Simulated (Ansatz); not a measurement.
Structures of equal composition on the (110) surface of bcc Ta: a layer of Ag in place of the second plane; a layer of Ag in place of the third plane. The slabs share one bottom face, and each structure is named by its start. These are constructed structures in small cells; real faces may alloy, dewet or reconstruct in larger ones, and not all known structures of the face are among them. Slabs of about 11 Å with all that they carry, Fermi-Dirac smearing of 0.1 eV. Bottom of the slabs: a bare face, its two planes held. Relaxed from the named starts with such symmetry as they have, on meshes of like density; energies extrapolated to zero smearing; no spin-orbit coupling, no U. Spin-polarised runs, if any, are marked in brackets, and their order is one that fits the cell; the others ran without spin.

Calculation: PBE (plane waves to 420 eV, PAW; Ansatz, a quantum-chemistry and plane-wave program).

### Question
Order them by energy per 1x1 cell (lowest first) at the level PBE.

### Answer
a layer of Ag in place of the third plane (0.000 eV), a layer of Ag in place of the second plane (0.425 eV)
